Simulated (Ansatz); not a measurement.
Hf2N2O (Cc, No. 9, 10 atoms in the cell; start mp-1178187) was calculated with HSE06 (Ansatz, a program for electronic structure, PAW).

From the output:

```
WARN output.stress: scf.exx.energy_threshold = 1e-6 eV is looser than the 1e-7 eV advised for a stress under a hybrid functional (1e-8 eV for each atom of the …
Crystal: 10 atoms, lattice volume = 124.090 Å³
Basis set: ecut = 460 eV, 2783 PW (Γ), exchange–correlation on 80×80×90 points (8 copies of the dense FFT grid, shifted against one another)
Bands: 82, of which v1, the nominal top of the filled ones, is band 68 counted from 1 (67 counted from 0)
Symmetry: 2 space group operations
Space group: Cc (ITA 9), of the structure as read, at distance tolerance 5.0e-5 Å
k-points: 68 of 216 (time reversal used)
SCF iter   1: F=—  HF=-65572.339351 eV  |F-HF|=—  |Δ(HF+E_count)|=         —  Δρ=5.14e-3  dr2=3.10e-2
SCF iter   2: F=—  HF=-65572.340083 eV  |F-HF|=—  |Δ(HF+E_count)|=   7.32e-4  Δρ=4.08e-3  dr2=2.00e-2
  ...
Crystal: 10 atoms, lattice volume = 124.090 Å³
Initial density: handed on by an earlier stage of this run
Crystal: 10 atoms, lattice volume = 124.090 Å³
Crystal: 10 atoms, lattice volume = 124.090 Å³
SCF iter   3: F=—  HF=-65573.517414 eV  |F-HF|=—  |Δ(HF+E_count)|=   7.13e-9  Δρ=9.39e-7  dr2=1.26e-9
SCF iter   4: F=-65573.517414 eV  HF=-65573.517414 eV  |F-HF|=2.91e-11  |Δ(HF+E_count)|=  3.78e-10  Δρ=1.54e-7  dr2=4.61e-11
SCF 4 converged in 4 iterations: F = -65573.517414 eV  dr2 = 4.61e-11
Free energy (F): -65573.517414 eV
Internal energy: -65573.517414 eV  (E = F + TS)
E sigma→0 (E₀):  -65573.517414 eV
Fermi energy:    17.133995 eV
--- Forces (eV/Å), atoms counted from 1 ---
  atom   1  Hf    -0.02703175     0.00460726    -0.03085703
  atom   2  Hf    -0.02703175    -0.00460726    -0.03085703
  atom   3  Hf    -0.04408615    -0.02378575     0.00760295
  atom   4  Hf    -0.04408615     0.02378575     0.00760295
  atom   5  N     -0.00378182    -0.02581909     0.04720112
  atom   6  N     -0.00378182     0.02581909     0.04720112
  atom   7  N      0.02387838    -0.01608305    -0.01195699
  atom   8  N      0.02387838     0.01608305    -0.01195699
  atom   9  O      0.05104331     0.00945649    -0.01199131
  atom  10  O      0.05104331    -0.00945649    -0.01199131
--- Stress (GPa, compression-positive) ---
        2.996409       0.000000       0.081459
        0.000000       2.722991      -0.000000
        0.081459      -0.000000       2.638580
  P = ⅓ Tr σ = 2.7860 GPa (27.860 kbar)
```

Q: Write an input file that could have produced this run (the log leaves some choices open).

A: One answer among several that fit: 
Ansatz 0.2 input:
```yaml
crystal:
  lattice:
    - [4.6567701082, -2.7475648856, 0.0029109991]
    - [4.6567701082, 2.7475648856, 0.0029109991]
    - [-3.1953266686, 0.0, 4.847235212]
  atoms:
    - { symbol: Hf, position: [0.6703432428, 0.1343319878, 0.4270295055] }
    - { symbol: Hf, position: [0.1343319878, 0.6703432428, 0.9270295055] }
    - { symbol: Hf, position: [0.8496641142, 0.3711418567, 0.0707712373] }
    - { symbol: Hf, position: [0.3711418567, 0.8496641142, 0.5707712373] }
    - { symbol: N, position: [0.0405650727, 0.9490551299, 0.7353683629] }
    - { symbol: N, position: [0.9490551299, 0.0405650727, 0.2353683629] }
    - { symbol: N, position: [0.545274958, 0.7457774003, 0.2530482341] }
    - { symbol: N, position: [0.7457774003, 0.545274958, 0.7530482341] }
    - { symbol: O, position: [0.2517104502, 0.4421357874, 0.2637826602] }
    - { symbol: O, position: [0.4421357874, 0.2517104502, 0.7637826602] }
basis:
  ecutwfc: 460
  ecutrho_ratio: 4
  xc_grid: 2
kpoints:
  mp_grid: { grid: [6, 6, 6] }
hamiltonian:
  xc: hse06
  dispersion: none
  pseudopotentials: { kind: paw }
scf:
  occupations: { method: fermi_dirac, width: 0.01 }
  convergence: { dr2_threshold: 0.000000001 }
output:
  forces: true
  stress: true
  eigenvalues: true
```

The PAW data were made under PBE.

Note: cell and atoms aren't relaxed at this level (largest force component 0.05 eV/Å, pressure 2.8 GPa).

Cost on a shared machine: very roughly 40 core-minutes.

A start named mp-… is a Materials Project structure, which need not be a measured phase.
